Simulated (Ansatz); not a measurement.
The reference is AgCl in the rock salt structure (space group Fm-3m, No. 225; a = 5.6115 Å).

Computed with PBE (Ansatz, a program for electronic structure; PAW; 420 eV plane waves; scalar-relativistic without spin-orbit coupling).

Base values:

| Property | Value |
|---|---|
| Smallest direct gap | 2.88 eV |

Perturbation: every lattice vector is stretched by 1.50 %, atoms relaxed at fixed cell.

Problem. Predict the new smallest direct gap, mean gap deformation potential ΔEg/Δln V and energy relative to the base.

Solution. The smallest direct gap drops by 0.12 eV to 2.76 eV; the mean gap deformation potential ΔEg/Δln V is +0.5 eV; the energy goes up by 5.5 meV/atom.

The cells carry an imposed strain or load. Whether these cells are dynamically stable was not tested.
